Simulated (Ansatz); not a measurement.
The starting structures come from a database of crystals and need not be the phases stable at ambient conditions.

Tunnelling through a barrier is set by its complex band structure: the current falls as exp(−2κd) with the smallest κ.

Input:

```
BiPbVO5
1.0
    7.21428     0.00000     0.00000
   -0.07185     9.71241     0.00000
    2.15181    -3.86916     3.60233
V Bi Pb O
2 2 2 10
Direct
  0.65176   0.65198   0.30734
  0.34824   0.34802   0.69266
  0.96962   0.25514   0.33566
  0.03038   0.74486   0.66434
  0.31351   0.88533   0.20358
  0.68649   0.11467   0.79642
  0.01918   0.00148   0.76017
  0.98082   0.99852   0.23983
  0.28412   0.20731   0.34387
  0.71588   0.79269   0.65613
  0.61655   0.30837   0.47188
  0.38345   0.69163   0.52812
  0.19122   0.60401   0.05553
  0.80878   0.39599   0.94447
  0.68636   0.74736   0.14015
  0.31364   0.25264   0.85985
```

Space group of this cell: P-1. The cell is taken as given; by PBEsol its mean pressure is -1.6 GPa.

Transport runs along the normal of the first two printed cell vectors.

The gap is the functional's own, uncorrected, and κ follows it; spin-orbit coupling is left out. Mid-gap values are interpolated between the computed energies.

Task: Compute, with Ansatz (a program for electronic structure) with PBEsol, the band gap and the smallest decay constant κ at mid-gap.

Result: Gap 2.72 eV on a 6×6×8 mesh; κ = 0.347 1/Å, at (0.500, 0.500) of the in-plane reciprocal vectors. At the zone centre, at the nearest computed energy, the slowest state has κ = 0.41 1/Å.
